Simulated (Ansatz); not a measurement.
The structure below was relaxed with Ansatz (a program for electronic structure), PBEsol, PAW, cutoff 420 eV, no spin-orbit coupling, earlier PAW set.

Space group Fm-3m (No. 225); a = 3.8756 Å, b = 3.8756 Å, c = 3.8756 Å, α = 90.00°, β = 90.00°, γ = 90.00°

| atom | site | symmetry | x | y | z |
|---|---|---|---|---|---|
| Pd | 4a | m-3m | 0.0000 | 0.0000 | 0.0000 |

### Question
Write out a cell with all atoms.

### Answer
```
Pd
1.0
    3.87556     0.00000     0.00000
    0.00000     3.87556     0.00000
    0.00000     0.00000     3.87556
Pd
4
Cartesian
  0.00000   0.00000   0.00000
  0.00000   1.93778   1.93778
  1.93778   0.00000   1.93778
  1.93778   1.93778   0.00000
```
This is the conventional cell.

Stability against distortions was not tested. The final runs are not spin-polarised. The cell was made from Te by this change: Te → Pd. No dispersion term is included in the PBEsol runs.
